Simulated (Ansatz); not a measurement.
Amorphous Hf32La4O70

Preparation: random packing, a CHGNet melt and quench, and a DFT relaxation. O atoms were pushed apart under 1.9 Å during the dynamics, to hinder bonds among them. The hot cell started wider than the set density and was brought back towards it in steps. It is the lowest in DFT energy of 4 quenches. It is a model cell: composition and starting density were chosen by hand, and all elements were melted together. No dispersion term was used.

Methods: PBE, scalar-relativistic without spin-orbit coupling (Ansatz, a quantum-chemistry and plane-wave program); r2SCAN, scalar-relativistic without spin-orbit coupling (Ansatz). Geometry, pressure, stress and energy are those of the PBE run. Its sampling: a 2×2×2 Γ-centred mesh; Fermi-Dirac width 0.02 eV; no spin polarisation. Other functionals are single points at the zone centre (r2SCAN at 500 eV), free to take moments where seeds were set. At PBE the levels at the filled edge of the gap are localised (band-tail or defect states), and the nearest spread-out levels lie 4.2 eV apart at the zone centre.

The number of atoms in the cell is 106, the density (volume relaxed, without dispersion) is 8.48 g/cm³ and the volume per atom is 13.64 Å³. The pressure on a 2×2×2 Γ-centred mesh is 0.01 GPa, the largest force and stress component on that mesh (the relaxation ran on the zone centre alone) comes out as 0.05 eV/Å and 0.0 GPa and the energy relative to HfO2 (P2_1/c) + hexagonal La2O3 (lowest mix at this level among the phases computed, not always the ambient ones) is 0.165 eV/atom. The level gap on a 2×2×2 Γ-centred mesh (PBE) is 3.85 eV. The level gap at the zone centre (PBE) comes out as 3.86 eV. The level gap at the zone centre (r2SCAN) comes out as 4.33 eV.

Bonds are counted up to Hf-Hf 3.34 Å, Hf-La 3.65 Å, Hf-O 2.64 Å, La-La 3.96 Å, La-O 3.00 Å, O-O 1.58 Å. Two cations that share two anions don't count as bonded, nor two that share one unless they lie closer than Hf-Hf 3.25 Å, Hf-La 3.55 Å, La-La 3.85 Å.

Mean coordination of Hf by anions: 6.03 (6 with 5, 19 with 6, 7 with 7); 2 close contacts or bonds to cations besides
Mean coordination of La by anions: 6.75 (2 with 6, 1 with 7, 1 with 8)
Mean coordination of O: 3.14 (4 with 2, 52 with 3, 14 with 4)
Mean Hf-O bond: 2.126 Å (spread 0.108 Å, 193 counted)
Mean La-O bond: 2.553 Å (spread 0.201 Å, 27 counted)

Its density started from a set value of 8.28 g/cm³. Cooling (nominally 600 K/ps over its main leg) ran many orders faster than in experiment, which tends to leave more defects and strain. One small periodic cell is one sample of the glass; other quenches scatter about these values. Volume and shape were free in the relaxation.
